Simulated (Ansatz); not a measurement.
Start from BeSe in the zinc blende structure (space group F-43m, No. 216; a = 5.178 Å).

The values are results of Ansatz (an electronic-structure program) PBE, without spin-orbit coupling, not measurements.

Base values:

The electron mass is 0.90 mₑ along k, 0.27 mₑ across (at X) and the band gap is 2.67 eV.

Now apply this change: the cell is scaled by 1.0100 in all directions, atoms relaxed at fixed cell.

Estimate the effect on the electron mass and band gap.

The electron mass goes from 0.90 mₑ along k, 0.27 mₑ across (at X) to 0.91 mₑ along k, 0.28 mₑ across (at X); the band gap rises by 0.06 eV (2.67 eV → 2.73 eV).

The cells carry an imposed strain or load. Masses are band curvatures over ±0.01 Å⁻¹ around the edge. Along k means along the line from Γ to the band edge. No phonon test of stability was made.
